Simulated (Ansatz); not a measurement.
Input:

```
HfSiO4
1.0
    6.41623     0.00000     0.00000
    0.00000     6.41623     0.00000
    3.20812    -3.20812     3.03587
O Si Hf
8 2 2
Cartesian
  5.22117   0.00000   1.94088
  7.61129   3.20812   2.61293
  5.22117   3.20812   2.61293
  7.61129   0.00000   1.94088
  3.20812   2.01305   1.09499
  6.41623   2.01305   0.42295
  6.41623   4.40318   0.42295
  3.20812   4.40318   1.09499
  3.20812   3.20812   0.00000
  6.41623   3.20812   1.51794
  3.20812   0.00000   1.51794
  0.00000   0.00000   0.00000
```

No spin polarisation.

Computed with plane-wave PAW DFT at the PBEsol level (Ansatz, a first-principles code, 420 eV), scalar-relativistic without spin-orbit coupling. Settings: 6×6×6 k-points, 0.05 eV Fermi–Dirac smearing.

Task: What is the computed space group?

Result: I4_1/amd (No. 141).

Task: What mean in-plane stress (compression positive) does the calculation give?

Result: +11.4 GPa.

The cells carry an imposed strain or load. Whether these cells are dynamically stable was not tested. The cell was made from HfSiO4 (space group I4_1/amd, No. 141) by this change: biaxial strain −2.52 %, plane normal [001], relaxed out of plane.
